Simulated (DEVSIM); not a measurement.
Structure: abrupt Si p-n junction, at 300 K.

```csv
layer (left to right),material,thickness (μm),Nd (cm⁻³),Na (cm⁻³),τn (s),τp (s)
1,Si,14.0,-,2.2e17,0.00082,0.00082
2,Si,14.0,1.9e16,-,0.00082,0.00082
```

Left contact: ohmic. Right contact: ohmic. Voltage is applied to the left contact. Recombination: SRH at mid-gap. Mobility is constant in doping.

Constants are typed, rounded textbook-type inputs, not results; the design itself was drawn at random and stands for no fabricated device. Values at 300 K.

```
parameter           Si
-------------  -------
gap (eV)         1.124
affinity (eV)     4.05
permittivity      11.7
Nc (cm⁻³)      2.86e19
Nv (cm⁻³)       3.1e19
μn (cm²/Vs)       1417
μp (cm²/Vs)        470
```

DEVSIM, 1D drift-diffusion, Boltzmann statistics, complete ionisation; no tunnelling, impact ionisation, image-force lowering or self-heating.

Q: Tabulate band edges, carrier densities and field at -2.0 V on the left contact.

A: Energies count from the Fermi level of the right contact; mesh points crowd at the junctions.

```csv
x (μm),Ec (eV),Ev (eV),n (cm⁻³),p (cm⁻³),field (V/cm)
0.000,2.996,1.872,530,2.2e17,≈ 0
0.03985,2.996,1.872,530,2.2e17,≈ 0
0.1527,2.996,1.872,520,2.2e17,≈ 0
0.4452,2.996,1.872,510,2.2e17,≈ 0
1.772,2.996,1.872,460,2.2e17,≈ 0
4.745,2.996,1.872,350,2.2e17,≈ 0
10.05,2.996,1.872,150,2.2e17,≈ 0
12.99,2.996,1.872,< 1e2,2.2e17,≈ 0
13.63,2.996,1.872,< 1e2,2.2e17,≈ 0
13.88,2.996,1.872,< 1e2,2.2e17,≈ 0
13.97,2.965,1.841,< 1e2,6.6e16,-30000
14.02,2.567,1.442,< 1e2,1.3e10,-120000
14.08,1.823,0.699,< 1e2,< 1e2,-97000
14.26,0.551,-0.573,1.6e10,< 1e2,-44000
15.04,0.189,-0.935,1.9e16,280,≈ 0
16.90,0.189,-0.935,1.9e16,1100,≈ 0
21.55,0.189,-0.935,1.9e16,3200,≈ 0
25.59,0.189,-0.935,1.9e16,5000,≈ 0
27.39,0.189,-0.935,1.9e16,5800,≈ 0
27.78,0.189,-0.935,1.9e16,6000,≈ 0
27.94,0.189,-0.935,1.9e16,6100,≈ 0
28.00,0.189,-0.935,1.9e16,6100,≈ 0
```
